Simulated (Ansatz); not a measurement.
GaAs (R3m), r2SCAN with spin-orbit coupling, rigid bands run with Ansatz (an electronic-structure program): Condition of this run: biaxial stress in (111) of 2.4 GPa (compression positive) (the target of the relaxation). band gap 0.99 eV, N_c = 4.07e17 cm⁻³ and N_v = 4.55e18 cm⁻³ at 300 K, conductivity masses of 0.0676 mₑ (electrons) and 0.299 mₑ (holes). Take k_BT = 0.02585 eV.

### Question
Find the intrinsic carrier density and the intrinsic Fermi level.

### Answer
n_i = √(N_c N_v) exp(−E_g/2k_BT) = 1.36e18 × exp(−19.15) = 6.6e9 cm⁻³. The level lies (k_BT/2) ln(N_v/N_c) = 31 meV from mid-gap (positive towards the conduction band). Each 0.1 eV added to the gap lowers n_i by a factor of 6.9.

### Question
What built-in voltage has an abrupt junction with N_A = 1e17 and N_D = 1e17 cm⁻³, all dopants ionised?

### Answer
V_bi = E_g/e − (k_BT/e) ln(N_c N_v/(N_A N_D)) = 0.99 − 0.02585 × 5.22 = 0.86 V. It follows the computed gap one for one.

### Question
What thermal injection velocity √(2k_BT/πm) limits a ballistic channel?

### Answer
2.07e7 cm/s for electrons and 9.84e6 cm/s for holes, a ratio of √(m_h/m_e) = 2.10, for dilute carriers.

Rigid, parabolic bands with the computed gap; masses take one relaxation time for all states. Geometry: cell and atoms relaxed with PBEsol.
